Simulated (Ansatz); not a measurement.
## Formation enthalpy of PdGe₂ (model structure, started from the fluorite type, Fm-3m, No. 225, 3 atoms in the cell) at several levels of theory

No measured value is used here.

```tsv
level (code)	value (eV/atom)
PBE (Ansatz)	?
PBEsol (Ansatz)	-0.256
PBE-D3(BJ) (Ansatz)	-0.219
```

Task: What belongs in the gaps?

Result: 
- PBE (Ansatz, an electronic-structure program), value (eV/atom): -0.212

Each level is taken at its own relaxed cell. Ansatz's density-functional and Hartree–Fock values are scalar-relativistic unless marked +SOC, with PAW data made under PBE.

A model structure was made by putting elements into a prototype or built by hand; it is no filed structure, need not be a known phase, and can be a saddle point held by its symmetry.
